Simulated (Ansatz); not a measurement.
# Mg2Sn: response to strain

Consider Mg₂Sn (space group Fm-3m, No. 225; a = 6.6638 Å; relaxed with 0.1 eV smearing).

Strains are applied to the cell and any free atomic positions relax.

The values are results of plane-wave PAW DFT at the LDA level (Ansatz, an electronic-structure program, 420 eV), no spin-orbit coupling, not measurements.

Notes on the quantities. energy relative to the base: free energy F.

```json
[
 {"change": "base", "shortest interatomic distance": "5.453 bohr", "energy relative to the base": "0 meV/atom", "pressure": "0.0 GPa"},
 {"change": "isotropic strain −3.00 %", "shortest interatomic distance": "5.289 bohr", "energy relative to the base": "+32 meV/atom", "pressure": "5.2 GPa"},
 {"change": "isotropic strain −2.50 %", "shortest interatomic distance": "5.317 bohr", "energy relative to the base": "+22 meV/atom", "pressure": "4.2 GPa"},
 {"change": "isotropic strain −2.00 %", "shortest interatomic distance": "5.344 bohr", "energy relative to the base": "+14 meV/atom", "pressure": "3.2 GPa"},
 {"change": "isotropic strain −1.50 %", "shortest interatomic distance": "5.371 bohr", "energy relative to the base": "+7.7 meV/atom", "pressure": "2.3 GPa"},
 {"change": "isotropic strain −0.50 %", "shortest interatomic distance": "5.426 bohr", "energy relative to the base": "+0.8 meV/atom", "pressure": "0.7 GPa"},
 {"change": "isotropic strain +1.00 %", "shortest interatomic distance": "5.507 bohr", "energy relative to the base": "+3.1 meV/atom", "pressure": "-1.3 GPa"},
 {"change": "isotropic strain +1.50 %", "shortest interatomic distance": "5.535 bohr", "energy relative to the base": "+6.8 meV/atom", "pressure": "-1.9 GPa"},
 {"change": "isotropic strain +2.00 %", "shortest interatomic distance": "5.562 bohr", "energy relative to the base": "+12 meV/atom", "pressure": "-2.4 GPa"},
 {"change": "isotropic strain +3.00 %", "shortest interatomic distance": "5.616 bohr", "energy relative to the base": "+26 meV/atom", "pressure": "-3.4 GPa"}
]
```

No phonon test of stability was made.
